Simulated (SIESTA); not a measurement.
# Worked example: self-consistent single point of Mg3Al (Pm-3m, 4 atoms in the cell) in SIESTA

Method: SIESTA with GGA PBEsol, numerical atomic orbitals DZP, PseudoDojo PBEsol standard norm-conserving potentials (rewritten from UPF to PSML).

Input:

```
# files in the folder: Mg.psml Al.psml (PseudoDojo PBEsol standard)
SystemName  Mg3Al
SystemLabel Mg3Al

NumberOfAtoms                4
NumberOfSpecies              2
%block ChemicalSpeciesLabel
  1 12 Mg
  2 13 Al
%endblock ChemicalSpeciesLabel
LatticeConstant              1.0 Ang
%block LatticeVectors
     4.354332000    0.000000000    0.000000000
     0.000000000    4.354332000    0.000000000
     0.000000000    0.000000000    4.354332000
%endblock LatticeVectors
AtomicCoordinatesFormat      Ang
%block AtomicCoordinatesAndAtomicSpecies
     2.177166000    2.177166000    0.000000000  1
     0.000000000    2.177166000    2.177166000  1
     2.177166000    0.000000000    2.177166000  1
     0.000000000    0.000000000    0.000000000  2
%endblock AtomicCoordinatesAndAtomicSpecies

XC.functional                GGA
XC.authors                   PBEsol
PAO.BasisSize                DZP
PAO.EnergyShift              0.005 Ry
MeshCutoff                   300 Ry
%block kgrid.MonkhorstPack
   10   0   0  0.0
    0  10   0  0.0
    0   0  10  0.0
%endblock kgrid.MonkhorstPack
OccupationFunction           FD
ElectronicTemperature        0.05 eV

MaxSCFIterations             150
SCF.Mixer.Method             Broyden
SCF.Mixer.Weight             0.1
SCF.Mixer.History            8
SCF.DM.Tolerance             1.0E-05
Diag.ParallelOverK           true
WriteForces                  true
Charge.Mulliken              end
```

Output (repeated stretches shortened):

```
reinit: Reading from file input.fdf

reinit: System Name: Mg3Al
reinit: System Label: Mg3Al

coor:   Atomic-coordinates input format  =     Cartesian coordinates
coor:                                          (in Angstroms)

siesta: Atomic coordinates (Bohr) and species
siesta:      4.11425   4.11425   0.00000  1        1
siesta:      0.00000   4.11425   4.11425  1        2
siesta:      4.11425   0.00000   4.11425  1        3
siesta:      0.00000   0.00000   0.00000  2        4

siesta: System type = bulk

initatomlists: Number of atoms, orbitals, and projectors:      4    40    42

siesta: ******************** Simulation parameters ****************************
redata: Spin configuration                          = none
redata: Time-Reversal Symmetry                      = T
redata: Number of Atomic Species                    =        2
redata: Mesh Cutoff                                 =   300.0000 Ry
redata: Net charge of the system                    =     0.0000 |e|
redata: Min. number of SCF Iter                     =        0
redata: Max. number of SCF Iter                     =      150
redata: SCF convergence failure will abort job
redata: SCF mix quantity                            = Hamiltonian
redata: Mix DM or H after convergence               =   F
redata: Recompute H after scf cycle                 =   F
redata: Mix DM in first SCF step                    =   T
redata: No kicks to SCF
redata: DM Mixing Weight for Kicks                  =     0.5000
redata: Require Harris convergence for SCF          =   F
redata: Harris energy tolerance for SCF             =     0.000100 eV
redata: Require DM convergence for SCF              =   T
redata: DM tolerance for SCF                        =     0.000010
redata: Require EDM convergence for SCF             =   F
redata: EDM tolerance for SCF                       =     0.001000 eV
redata: Require H convergence for SCF               =   T
   [... lines left out ...]
diag: Parallel distribution                         =     1 x     1
diag: Used triangular part                          = Lower
diag: Absolute tolerance                            =  0.100E-15
diag: Orthogonalization factor                      =  0.100E-05
diag: Memory factor                                 =  1.0000

superc: Internal auxiliary supercell:     5 x     5 x     5  =     125
superc: Number of atoms, orbitals, and projectors:    500   5000   5250

                        Single-point calculation

superc: Internal auxiliary supercell:     5 x     5 x     5  =     125
superc: Number of atoms, orbitals, and projectors:    500   5000   5250

outcell: Unit cell vectors (Ang):
        4.354332    0.000000    0.000000
        0.000000    4.354332    0.000000
        0.000000    0.000000    4.354332

outcell: Cell vector modules (Ang)   :    4.354332    4.354332    4.354332
outcell: Cell angles (23,13,12) (deg):     90.0000     90.0000     90.0000
outcell: Cell volume (Ang**3)        :     82.5590
new_DM -- step:     1
Initializing Density Matrix...

Attempting to read DM from file... Failed...
DM filled with atomic data:

InitMesh: MESH = 48 x 48 x 48 = 110592
InitMesh: Mesh cutoff (required, used) =   300.000   335.847 Ry

stepf: Fermi-Dirac step function
        iscf     Eharris(eV)        E_KS(eV)     FreeEng(eV)     dDmax    Ef(eV) dHmax(eV)
   scf:    1    -4887.128611    -4901.816297    -4901.830484  1.160123 -3.970873  3.779299
   scf:    2    -4902.156108    -4901.992363    -4902.006043  0.050294 -3.951442  3.219937
   scf:    3    -4902.279563    -4902.244287    -4902.258225  0.228596 -3.853198  0.650443
   scf:    4    -4902.273306    -4902.259517    -4902.273575  0.044157 -3.875310  0.287207
   scf:    5    -4902.273322    -4902.268788    -4902.282988  0.060249 -3.904957  0.007733
   scf:    6    -4902.268805    -4902.268796    -4902.282991  0.000501 -3.905126  0.008587
   [... 2 lines left out ...]
   scf:    9    -4902.268850    -4902.268840    -4902.283003  0.000671 -3.906630  0.002222
   scf:   10    -4902.268852    -4902.268846    -4902.283003  0.000551 -3.906979  0.000365
   scf:   11    -4902.268848    -4902.268847    -4902.283003  0.000100 -3.907049  0.000253
   scf:   12    -4902.268847    -4902.268847    -4902.283003  0.000017 -3.907068  0.000209
   scf:   13    -4902.268847    -4902.268847    -4902.283003  0.000008 -3.907075  0.000182
SCF Convergence by DM+H criterion
max |DM_out - DM_in|         :     0.0000079355
max |H_out - H_in|      (eV) :     0.0001824686
SCF cycle converged after 13 iterations

Using DM_out to compute the final energy and forces

siesta: E_KS(eV) =            -4902.2688

siesta: E_KS - E_eggbox =     -4902.2688

siesta: Atomic forces (eV/Ang):
     1   -0.000000    0.000000   -0.000000
     2    0.000000   -0.000000   -0.000000
     3    0.000000    0.000000    0.000000
     4   -0.000000    0.000000   -0.000000
   Tot    0.000000   -0.000000   -0.000000
   Max    0.000000
   Res    0.000000    sqrt( Sum f_i^2 / 3N )
   Max    0.000000    constrained

Stress tensor Voigt[x,y,z,yz,xz,xy] (kbar):      -27.61      -27.61      -27.61        0.00        0.00        0.00
(Free)E + p*V (eV/cell)    -4900.8602
Target enthalpy (eV/cell)    -4902.2830

siesta: Program's energy decomposition (eV):
siesta: Ebs     =     -1398.260544
siesta: Eions   =      6118.763229
siesta: Ena     =       537.780646
siesta: Ekin    =      2771.740697
siesta: Enl     =     -1457.087823
siesta: Eso     =         0.000000
siesta: Edftu   =         0.000000
siesta: DEna    =        25.886041
siesta: DUscf   =         0.811679
siesta: DUext   =         0.000000
siesta: Ex      =      -619.414628
siesta: Ec      =       -43.222231
siesta: Exc     =      -662.636858
siesta: Eharris =     -4902.268847
siesta: Etot    =     -4902.268847
siesta: FreeEng =     -4902.283003

siesta: Stress tensor (static) (eV/Ang**3):
siesta:    -0.017234    0.000000    0.000000
siesta:     0.000000   -0.017234    0.000000
siesta:     0.000000    0.000000   -0.017234

siesta: Cell volume =         82.559037 Ang**3

siesta: Pressure (static):
siesta:                Solid            Molecule  Units
siesta:           0.00018770          0.00018770  Ry/Bohr**3
siesta:           0.01723389          0.01723389  eV/Ang**3
siesta:          27.61173423         27.61173423  kBar

mulliken: Atomic and Orbital Populations:

Species: Mg
Atom  Qatom  Qorb
               2s      3s      3s      2py     2pz     2px     3py     3pz
               3px
   1  9.518   1.990   0.930  -0.320   2.016   2.016   2.016   0.273   0.324
              0.273
   2  9.518   1.990   0.930  -0.320   2.016   2.016   2.016   0.273   0.273
              0.324
   3  9.518   1.990   0.930  -0.320   2.016   2.016   2.016   0.324   0.273
              0.273

Species: Al
Atom  Qatom  Qorb
               3s      3s      3py     3pz     3px     3py     3pz     3px
               3Pdxy   3Pdyz   3Pdz2   3Pdxz   3Pdx2-y2
   4  4.446   1.381  -0.078   1.388   1.388   1.388  -0.439  -0.439  -0.439
              0.076   0.076   0.033   0.076   0.033

mulliken: Qtot =       33.000

Mulliken Atomic Populations:
Atom #   charge [q] valence [e]  Species
     1     0.482149    9.517851  Mg
     2     0.482150    9.517850  Mg
     3     0.482150    9.517850  Mg
     4    -1.446449    4.446449  Al
 Total     0.000000
```

The run converged in 13 iterations.

The starting cell comes from a database of computed structures (which also holds hypothetical and non-ambient phases and stackings), without a prior relaxation at this level. Its lattice was rescaled by a random factor within 2.5 % of one. Values carry the incompleteness of an atom-centred basis.

Cost on one core of a shared machine: roughly 50 s.
